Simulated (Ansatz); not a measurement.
The reference is Si in the diamond structure (space group Fd-3m, No. 227; a = 5.434 Å). Axes: x, y, z lie along the cube axes.

All numbers come from Kohn–Sham DFT with the PBEsol functional, run in Ansatz (a first-principles code) with PAW and 420 eV plane waves, no SOC.

For the base:

* **Band gap**: 0.47 eV
* **Valence-band top at Γ**: 0.00, 0.00, 0.00 eV

Now apply this change: a pure shear with ε_xy = ε_yx = 0.0130, atoms relaxed at fixed cell.

How does this affect the energy relative to the base, band gap and valence-band top at Γ?

The energy increases by 3.1 meV/atom; the band gap decreases by 0.194 eV to 0.27 eV; the valence-band top at Γ (three highest levels, from the VBM) goes from 0.00, 0.00, 0.00 eV to 0.00, -0.13, -0.25 eV.

The cells carry an imposed strain or load. Stability against distortions was not tested. The zero or small gap of Si under tensor shear ε_xy = +1.30 % can change with the level of theory.
